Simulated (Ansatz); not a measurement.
## A self-consistent single point of NaCd₃ (I4/mmm, 4 atoms in the cell) with Ansatz

Computed with LDA (PW92), default PAW files made with PBE (plane waves; Ansatz, a first-principles code).

The input file:

Ansatz 0.2 input:
```yaml
crystal:
  lattice:
    - [-2.47200400, 2.47200400, 3.65001200]
    - [2.47200400, -2.47200400, 3.65001200]
    - [2.47200400, 2.47200400, -3.65001200]
  atoms:
    - { symbol: Na, position_ang: [0.00000000, 0.00000000, 0.00000000] }
    - { symbol: Cd, position_ang: [0.00000000, 2.47200400, 1.82500600] }
    - { symbol: Cd, position_ang: [2.47200400, 0.00000000, 1.82500600] }
    - { symbol: Cd, position_ang: [0.00000000, 0.00000000, 3.65001200] }
basis:
  ecutwfc: 420.0
kpoints:
  mp_grid: { grid: [9, 9, 9] }
hamiltonian:
  xc: lda
  pseudopotentials: { kind: paw }
scf:
  occupations: { method: gaussian, width: 0.1 }
output:
  forces: true
  eigenvalues: true
  stress: true
```

Output, abridged:

```
WARN ansatz: RAYON_NUM_THREADS=1 ignored (pool sized by the plan → 1); use --threads N
Pseudopotentials: kind: paw
Pseudopotential: Na, paw, valence charge 9
Pseudopotential: Cd, paw, valence charge 20
Crystal: 4 atoms, lattice volume = 89.218 Å³
Basis set: ecut = 420 eV, 1753 PW (Γ)
Bands: 42, of which v1, the nominal top of the filled ones, is band 35 counted from 1 (34 counted from 0)
Symmetry: 16 space group operations
Space group: I4/mmm (ITA 139), of the structure as read, at distance tolerance 4.5e-5 Å
k-points: 75 of 729
PAW frozen core: Na, regenerated for the run's functional, and the local potential with it
PAW frozen core: Cd, regenerated for the run's functional, and the local potential with it
Initial density: superposition of atomic densities (neutral atoms: chi_scale 0, normalization atom), corrected by the library's trained network
Initial wavefunctions: pseudopotential atomic-orbital guess
Eigensolver: davidson
Functional: x = slater, c = lda
SCF iter   1: F=—  HF=-25820.484829 eV  |F-HF|=—  |Δ(HF+E_count)|=         —  Δρ=9.01e-3  dr2=4.52e-2  ethr=1.77e-3  ⟨swp⟩=7.1  Hψ=11721  notcnv=0  defer=18
all-band conjugate gradients solve this SCF's bands
preconditioner: auto → Kerker (q_TF=auto, 2.614 Å⁻¹)
SCF iter   2: F=—  HF=-25820.468488 eV  |F-HF|=—  |Δ(HF+E_count)|=   1.63e-2  Δρ=2.86e-3  dr2=4.05e-3  ethr=6.54e-5  ⟨swp⟩=2.0  Hψ=5233  notcnv=0  defer=21
SCF iter   3: F=—  HF=-25820.467449 eV  |F-HF|=—  |Δ(HF+E_count)|=   1.04e-3  Δρ=9.50e-4  dr2=3.26e-4  ethr=5.87e-6  ⟨swp⟩=2.1  Hψ=4338  notcnv=0  defer=21
SCF iter   4: F=—  HF=-25820.467496 eV  |F-HF|=—  |Δ(HF+E_count)|=   4.70e-5  Δρ=1.24e-4  dr2=1.33e-5  ethr=4.73e-7  ⟨swp⟩=2.3  Hψ=4527  notcnv=0  defer=21
SCF iter   5: F=—  HF=-25820.467501 eV  |F-HF|=—  |Δ(HF+E_count)|=   5.49e-6  Δρ=4.71e-5  dr2=1.01e-6  ethr=1.93e-8  ⟨swp⟩=2.0  Hψ=4616  notcnv=0  defer=21
SCF iter   6: F=-25820.467501 eV  HF=-25820.467501 eV  |F-HF|=3.14e-8  |Δ(HF+E_count)|=   1.07e-7  Δρ=1.07e-5  dr2=8.66e-8  ethr=1.45e-10  ⟨swp⟩=8.4  Hψ=14099  notcnv=0
SCF 1 converged in 6 iterations: F = -25820.467501 eV  dr2 = 8.66e-8
SCF converged after 6 iterations
Free energy (F): -25820.467501 eV
Harris-Foulkes:  -25820.467501 eV  (|F-HF|=3.14e-8)
Internal energy: -25820.463669 eV  (E = F + TS)
E sigma→0 (E₀):  -25820.465585 eV
Entropy (-TS):   -0.003832 eV (-0.958 meV/atom)
Fermi energy:    11.061877 eV
--- Per-component energies (eV) ---
  E_band       = -1530.057311
  E_kinetic    = 1636.141654
  E_local      = -10797.394407  (includes V_loc(G=0)·N_el)
  E_nonlocal   = 234.427431
  E_hartree    = 4885.149546
  E_xc         = -565.423394
  E_vxc        = -714.727976  (∫ρ·V_xc dr)
  E_paw        = -12082.913457  (= ΣΔE_a)
  E_vpaw       = -1658.815641  (= ΣTr[D̂ρ^β])
  E_aug_tail   = -0.000001  (compensation charges beyond the density's cutoff)
  E_ewald      = -9132.891637
  E_core_change = 2.440596  (= ΣΔE_core)
  E_smearing   = -0.003832  (= −TS)
  E_closure    = 0.000000  (closes the sum)
  Σ components = -25820.467501   (vs F -25820.467501, Δ=0.00e0)
--- Forces (eV/Å), atoms counted from 1 ---
  atom   1  Na    -0.00000000     0.00000000     0.00000000
   [... zero for the other atoms too ...]
  max |Σ_I F_I| component: 3.82e-17 eV/Å
--- Stress (GPa, compression-positive) ---
       -3.674792      -0.000000       0.000000
       -0.000000      -3.674792      -0.000000
       -0.000000      -0.000000      -3.539062
  P = ⅓ Tr σ = -3.6295 GPa (-36.295 kbar)
  The stress holds the Pulay correction. Without it, at fixed plane waves, as pw.x and ABINIT print it: P = -3.6479 GPa
--- Band table (eV; the first three rows and the last of 75) ---
  k-point 0: bands = ["-91.5256", "-91.5252", "-91.4815", "-52.6552", "-52.6547", "-52.6522", "-52.6522", "-52.6506", "-52.6506", "-52.6043", "-52.6043", "-52.6004", "-40.7149", "-13.2412", "-13.2372", "-13.2372", "1.8629", "1.8683", "2.0981", [...]
  k-point 1: bands = ["-91.5255", "-91.5252", "-91.4815", "-52.6552", "-52.6552", "-52.6523", "-52.6517", "-52.6508", "-52.6502", "-52.6045", "-52.6041", "-52.6003", "-40.7149", "-13.2413", "-13.2375", "-13.2373", "1.8897", "1.9026", "2.0298", [...]
  k-point 2: bands = ["-91.5255", "-91.5252", "-91.4815", "-52.6562", "-52.6551", "-52.6526", "-52.6514", "-52.6506", "-52.6495", "-52.6051", "-52.6038", "-52.6001", "-40.7149", "-13.2414", "-13.2381", "-13.2375", "1.9506", "1.9716", "1.9807", [...]
  k-point 74: bands = ["-91.5254", "-91.5253", "-91.4815", "-52.6558", "-52.6550", "-52.6543", "-52.6527", "-52.6489", "-52.6487", "-52.6035", "-52.6034", "-52.6022", "-40.7149", "-13.2430", "-13.2377", "-13.2375", "1.9027", "1.9080", "1.9206", [...]
```

The run converged in 6 iterations.

The starting cell comes from a database of computed structures (which also holds hypothetical and non-ambient phases and stackings), without a prior relaxation at this level. Its lattice was rescaled by up to half a per cent. With a pressure of about -4 GPa the cell is away from its equilibrium volume at this level. Ansatz's pressure includes its estimate of the finite-basis (Pulay) stress.
